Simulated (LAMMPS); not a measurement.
Pressure dependence of HgS (zinc blende) at 660 K, from the crystal.

Method: classical MD, pair style sw, file CdTeZnSeHgS0.sw, run in LAMMPS.

| P (GPa) | state | volume | coordination number of Hg by S |
|---|---|---|---|
| 0 | crystal; no diffusion seen in 30 ps | 25.3541 ± 0.0010 Å³/atom | 4.00 (counted to 3.54 Å) |
| 2 | crystal; no diffusion seen in 30 ps | 24.5983 ± 0.0006 Å³/atom | 4.00 (counted to 3.46 Å) |
| 5 | crystal; no diffusion seen in 30 ps | 23.6256 ± 0.0009 Å³/atom | 4.00 (counted to 3.38 Å) |

Caution: in nature this polymorph isn't the stable one over the whole range of temperature at this pressure, and short runs keep a crystal in its starting form.

Caution: a run this short can hold a crystal over, or a liquid under, the potential's own melting point, which these runs don't give.

Estimate the isothermal bulk modulus at zero pressure. A parabola P(ln V) through the three points gives −dP/d ln V = 63 GPa at zero pressure.

States go by the mean squared displacement: a species diffuses where it passes 1.5 Å², still rises and gives D over 1e-6 cm²/s; a crystal has left its structure where atoms lie 0.35 Å off their sites on average or a cubic box changes its shape by 3 %, or the axial ratios of another lie 8 % off the starting cell's, which the potential's own relaxation can also do.

The ± values are statistical; the model's systematic error is not in them.
